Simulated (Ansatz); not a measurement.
Take Al$_{4}$C$_{3}$ (space group R-3m, No. 166; a = 3.338 Å, c = 24.980 Å (hexagonal axes)) as the base.

Levels (all Ansatz, an electronic-structure program, PAW): PBEsol (420 eV, spin-orbit coupling left out); r2SCAN (500 eV, no spin-orbit coupling); HSE06 (420 eV, without spin-orbit coupling).

One geometry, relaxed with PBEsol, under each level:

| level | band gap | lowest conduction level above the VBM at special points | pressure |
|---|---|---|---|
| PBEsol | 1.25 eV | L 1.25 eV; F 1.36 eV; S₀ 2.20 eV; S₂ 2.20 eV | 0.00 GPa |
| r2SCAN | 1.69 eV | L 1.69 eV; F 1.79 eV; S₀ 2.73 eV; S₂ 2.73 eV | -0.34 GPa |
| HSE06 | 2.14 eV | L 2.14 eV; F 2.25 eV; S₀ 3.16 eV; Γ 4.10 eV | – |

Single points use the geometry relaxed with PBEsol. Their cutoffs differ, which shifts pressures a little. HSE06 was sampled on its mesh, a few special points and the semilocal edge points, so its gap is an upper bound. Whether these cells are dynamically stable was not tested.
